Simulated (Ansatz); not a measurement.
The starting structures come from a database of crystals and need not be the phases stable at ambient conditions.

 Where the default PAW files enter, the runs use the earlier of Ansatz's two default sets.

Here is the system:

```yaml
crystal:
  lattice:
    - [4.57074, 0.00000, 0.00000]
    - [-2.28537, 3.95838, 0.00000]
    - [2.28537, -1.31946, 3.62003]
  atoms:
    - { symbol: Mg, position: [0.00000, 0.00000, 0.00000] }
    - { symbol: Te, position: [0.75000, 0.25000, 0.75000] }
```

Space group of this cell: R3m. The cell is strained (lengths along the current scaled by 0.97, ions clamped); by PBEsol its mean pressure is 0.8 GPa.

Transport runs along the normal of the first two printed cell vectors, the (111) (indices of the unstrained crystal) plane of the conventional cell.

The gap is the functional's own, uncorrected, and κ follows it; spin-orbit coupling is left out. Mid-gap values are interpolated between the computed energies.

**Question.** Estimate the band gap and the smallest decay constant κ at mid-gap that PBEsol (Ansatz, an electronic-structure program) returns for this system.

**Answer.** Gap 2.36 eV on a 8×8×8 mesh; κ = 0.156 1/Å, at the zone centre.
